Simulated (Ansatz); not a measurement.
Consider GaN in the wurtzite structure (space group P6_3mc, No. 186).

```cif
data_Ga2N2
_chemical_formula_sum 'Ga2 N2'
_space_group_name_H-M_alt 'P 1'
_space_group_IT_number 1
_cell_length_a 3.18258
_cell_length_b 3.18258
_cell_length_c 5.18543
_cell_angle_alpha 90.000
_cell_angle_beta 90.000
_cell_angle_gamma 120.000
loop_
_space_group_symop_operation_xyz
  'x, y, z'
loop_
_atom_site_label
_atom_site_type_symbol
_atom_site_fract_x
_atom_site_fract_y
_atom_site_fract_z
_atom_site_occupancy
Ga1 Ga 0.33333 0.66667 0.00019 1
Ga2 Ga 0.66667 0.33333 0.50019 1
N1 N 0.33333 0.66667 0.37681 1
N2 N 0.66667 0.33333 0.87681 1
```

Computed with PBEsol (Ansatz, a program for electronic structure), no spin-orbit coupling.

Before the change:

| Property | Value |
|---|---|
| Electron mass | 0.16 mₑ along c, 0.17 mₑ across (at Γ) |
| Band gap | 1.88 eV |
| Width of the top valence band | 2.82 eV |

One thing is altered: a hydrostatic pressure of 4.5 GPa.

Q: How does this affect the electron mass, band gap and width of the top valence band?

A: The electron mass goes from 0.16 mₑ along c, 0.17 mₑ across (at Γ) to 0.17 mₑ along c, 0.18 mₑ across (at Γ); the band gap grows by 0.149 eV, from 1.88 eV to 2.02 eV; the width of the top valence band grows by 0.08 eV to 2.90 eV.

Load acts through the strain it causes; cell and atoms are relaxed under it. Effective masses come from finite differences of ±0.01 Å⁻¹. No phonon test of stability was made. Tetrahedral semiconductors of this kind turn to denser phases somewhere between about 1 and 50 GPa; those were not computed, so compressed cells here can lie past the real transition.
